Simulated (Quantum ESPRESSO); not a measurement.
# Convergence series on Cs (Im-3m, 1 atom in the cell)

```xyz
1
Lattice="-3.1597 3.1597 3.1597 3.1597 -3.1597 3.1597 3.1597 3.1597 -3.1597" Properties=species:S:1:pos:R:3 pbc="T T T"
Cs     0.0000     0.0000     0.0000
```

Level of theory: PBEsol, PseudoDojo standard norm-conserving (PBESOL) pseudopotentials (plane waves; Quantum ESPRESSO).

The starting cell comes from a database of computed structures (which also holds hypothetical and non-ambient phases and stackings), without a prior relaxation at this level. Its lattice was rescaled by a random factor within 2.5 % of one.

Held fixed: ecutwfc = 50 Ry; occupations = smearing; smearing = marzari-vanderbilt; degauss = 0.0073499 Ry; potentials = {Cs: Cs.upf}; K_POINTS = automatic 8 8 8 1 1 1.

ΔF is the free energy per atom less that of the last row (7.3e-14 Ry).

| conv_thr | ΔF (meV/atom) | pressure (GPa) | iterations |
|---|---|---|---|
| 0.0073 Ry | 5.3 | -1.78 | 1 |
| 0.00073 Ry | 0.11 | -0.08 | 2 |
| 7.3e-05 Ry | 0.01 | -0.22 | 3 |
| 7.3e-06 Ry | 0.01 | -0.22 | 3 |
| 7.3e-07 Ry | 0.00 | -0.26 | 4 |
| 7.3e-08 Ry | 0.00 | -0.25 | 5 |
| 7.3e-10 Ry | 0.00 | -0.25 | 6 |
| 1e-10 Ry | 0.00 | -0.25 | 7 |
| 7.3e-12 Ry | 0.00 | -0.25 | 8 |
| 7.3e-14 Ry | 0.00 | -0.25 | 9 |

Pressure within 0.05 GPa of the last row: from conv_thr = 7.3e-05 Ry on; the one before it is off by 0.18 GPa. The value it settles on is -0.25 GPa at this level of theory and with the other settings as held.

Energy within 1 meV/atom of the last row: from conv_thr = 0.00073 Ry on; the one before it is off by 5.3 meV/atom.
